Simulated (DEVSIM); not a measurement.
Structure: W/AlN/p-In0.53Ga0.47As capacitor, at 300 K.

```tsv
layer (left to right)	material	thickness (nm)	Na (cm⁻³)
1	AlN	2.50	-
2	In0.53Ga0.47As	9600	3.5e15
```

Metal gate on the left, work function 4.6 eV. Fixed charge at the semiconductor interface 0 cm⁻² (in units of +e); interface traps 2.4e11 cm⁻² eV⁻¹, uniform in energy, neutral level at 0.5 of the gap above the valence band.

Constants are typed, rounded textbook-type inputs, not results; the design itself was drawn at random and stands for no fabricated device. Values at 300 K.

```csv
parameter,AlN,In0.53Ga0.47As
gap (eV),6.1,0.74
affinity (eV),1.9,4.51
permittivity,8.5,13.9
Nc (cm⁻³),-,2.1e17
Nv (cm⁻³),-,7.7e18
```

Simulated with DEVSIM: 1D Poisson equation in equilibrium, Boltzmann statistics, complete ionisation; no quantum confinement or tunnelling. Metal contacts follow the ideal Schottky-Mott rule: no Fermi-level pinning, no interface dipoles.

The interface trap density was swept, all else fixed.

```json
[
 {"interface trap density (cm^-2 eV^-1)": "0", "threshold voltage (band bending 2φF) (V)": "-0.01", "flat-band voltage (V)": "-0.45", "minimum of the low-frequency capacitance (μF/cm²)": "0.0335"},
 {"interface trap density (cm^-2 eV^-1)": "1e10", "threshold voltage (band bending 2φF) (V)": "-0.01", "flat-band voltage (V)": "-0.45", "minimum of the low-frequency capacitance (μF/cm²)": "[?]"},
 {"interface trap density (cm^-2 eV^-1)": "1e11", "threshold voltage (band bending 2φF) (V)": "-0.01", "flat-band voltage (V)": "-0.45", "minimum of the low-frequency capacitance (μF/cm²)": "0.0491"},
 {"interface trap density (cm^-2 eV^-1)": "2.4e11", "threshold voltage (band bending 2φF) (V)": "0.00", "flat-band voltage (V)": "-0.45", "minimum of the low-frequency capacitance (μF/cm²)": "0.0706"},
 {"interface trap density (cm^-2 eV^-1)": "3e11", "threshold voltage (band bending 2φF) (V)": "0.00", "flat-band voltage (V)": "-0.45", "minimum of the low-frequency capacitance (μF/cm²)": "0.0798"},
 {"interface trap density (cm^-2 eV^-1)": "1e12", "threshold voltage (band bending 2φF) (V)": "0.01", "flat-band voltage (V)": "-0.46", "minimum of the low-frequency capacitance (μF/cm²)": "0.183"},
 {"interface trap density (cm^-2 eV^-1)": "2e12", "threshold voltage (band bending 2φF) (V)": "0.02", "flat-band voltage (V)": "-0.47", "minimum of the low-frequency capacitance (μF/cm²)": "0.317"}
]
```

**Question.** What belongs in the gaps?

**Answer.** 
- 1e10, minimum of the low-frequency capacitance (μF/cm²): 0.0350
